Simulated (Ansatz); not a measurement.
Al2Cu under a change: pressure 0.7 GPa

Start from Al$_{2}$Cu (space group I4/mcm, No. 140; a = 6.059 Å, c = 4.874 Å).

Modification: a hydrostatic pressure of 0.7 GPa.

Method: Ansatz (an electronic-structure program) PBE, spin-orbit coupling left out, earlier PAW set. Settings: 12×12×12 k-points, 0.05 eV Fermi–Dirac smearing.

The volume per atom drops by 0.10 Å³, from 14.91 Å³ to 14.81 Å³ and the lattice parameter a decreases by 1.35 pm (605.9 pm → 604.6 pm). The c/a ratio is still 0.804 and the shortest interatomic distance shrinks by 0.6 pm, from 243.7 pm to 243.1 pm. The enthalpy H = E + PV relative to the base's energy is +0.06 eV/atom and the band gap is still zero.

Cost of the whole job for the changed cell (relaxation, final SCF and bands): very roughly 80 core-seconds.

Load acts through the strain it causes; cell and atoms are relaxed under it. Whether these cells are dynamically stable was not tested. The final runs are not spin-polarised.
